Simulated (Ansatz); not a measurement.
**Mo2N: pressure 50 GPa**

The reference is Mo2N in the anti-anatase structure (space group I4_1/amd, No. 141; a = 4.2551 Å, c = 7.9255 Å).

Modification: a hydrostatic pressure of 50 GPa.

Computed with plane-wave PAW DFT at the r2SCAN level (Ansatz, a first-principles code, 500 eV), spin-orbit coupling left out, earlier PAW set. Γ-centred 15×15×15 mesh, Fermi–Dirac width 0.05 eV.

```csv
quantity,base,changed,shift
volume per atom,11.96 Å³,10.59 Å³,-1.37 Å³
lattice parameter a,4.255 Å,4.107 Å,-0.148 Å
c/a ratio,1.863,1.835,-0.028
shortest interatomic distance,2.089 Å,2.020 Å,-0.069 Å
enthalpy H = E + PV relative to the base's energy,–,+3.50 eV/atom,–
band gap,zero,zero,–
```

Final structure:

```
CELL_PARAMETERS angstrom
     -2.05342     2.05342     3.76711
      2.05342    -2.05342     3.76711
      2.05342     2.05342    -3.76711
ATOMIC_POSITIONS crystal
  Mo 0.98191 0.48191 0.50000
  Mo 0.23191 0.23191 0.00000
  Mo 0.76809 0.76809 0.00000
  Mo 0.51809 0.01809 0.50000
  N  0.25000 0.75000 0.50000
  N  0.50000 0.50000 0.00000
```

Cost of the whole job for the changed cell (relaxation, final SCF and bands): about 4 core-minutes (a rough figure).

Load acts through the strain it causes; cell and atoms are relaxed under it. Stability against distortions was not tested. No other phases were tried under pressure. The final runs are not spin-polarised.
